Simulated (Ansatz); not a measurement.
Take TiTe2 in the CdI2 type structure (space group P-3m1, No. 164; a = 3.6188 Å, c = 6.2253 Å; layered, stacked along the Cartesian z axis; relaxed with 0.1 eV smearing) as the base. Axes: x lies along a and z along c of the hexagonal cell.

The values are results of Ansatz (a first-principles code), PBEsol-D3(BJ), PAW, cutoff 420 eV, without spin-orbit coupling, not measurements.

For the base:

The shortest interatomic distance is 2.712 Å.

Now apply this change: the symmetric strain tensor [-0.0084 -0.0020 -0.0043; -0.0020 0.0023 -0.0001; -0.0043 -0.0001 -0.0008]; the atoms relax in the strained cell.

### Question
Predict the new shortest interatomic distance.

### Answer
The shortest interatomic distance falls by 0.007 Å to 2.705 Å.

### Question
Predict the new energy relative to the base.

### Answer
The energy goes up by 0.7 meV/atom.

### Question
How does this affect the largest internal atomic displacement?

### Answer
The largest internal atomic displacement comes out as 0.010 Å.

No phonon test of stability was made. The final runs are not spin-polarised.
